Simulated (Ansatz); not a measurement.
## Hypothetical P6_422 GaN: electrons 2.0×10^22 cm⁻³

Consider GaN (space group P6_422, No. 181; a = 3.1251 Å, c = 7.3587 Å; a hypothetical phase, not in the database extracts checked).

It is then changed as follows: 1.24 electrons added to each cell, a density of 2.0×10^22 cm⁻³, with a uniform compensating background at fixed cell and a 300 K Fermi–Dirac width.

Calculations: Ansatz (a first-principles code) PBEsol, no SOC. k-mesh 17×17×7 (Γ-centred); smearing 0.0259 eV (Fermi–Dirac).

| quantity | base | changed | shift |
|---|---|---|---|
| gap between the host's bands | 1.47 eV | 1.36 eV | -0.11 eV |
| gap character | indirect, A → Γ | indirect, A → Γ | – |
| valley order (the lowest conduction-band minima on the path, energy above the VBM, named in the base's zone) | Γ 1.47 eV; M (1/2, 0, 0) 2.85 eV | Γ 1.36 eV; M (1/2, 0, 0) 2.64 eV | – |
| Fermi level relative to the doped band's edge (positive inside the band; to 0.05 eV) | – | +2.65 eV | – |

Final structure:

```yaml
crystal:
  lattice:
    - [3.12514, 0.00000, 0.00000]
    - [-1.56257, 2.70645, 0.00000]
    - [0.00000, 0.00000, 7.35867]
  atoms:
    - { symbol: Ga, position: [0.50000, 0.50000, 0.16667] }
    - { symbol: Ga, position: [0.50000, 0.00000, 0.50000] }
    - { symbol: Ga, position: [0.00000, 0.50000, 0.83333] }
    - { symbol: N, position: [0.50000, 0.50000, 0.66667] }
    - { symbol: N, position: [0.50000, 0.00000, 0.00000] }
    - { symbol: N, position: [0.00000, 0.50000, 0.33333] }
```
Cell charge -1.2448.

Carriers are added with a uniform compensating background; total energy and stress of such cells depend on the potential's zero and are not compared; many-body gap narrowing is missing at this level. Whether these cells are dynamically stable was not tested. The base started in P3_121 and relaxed to P6_422 at this level.
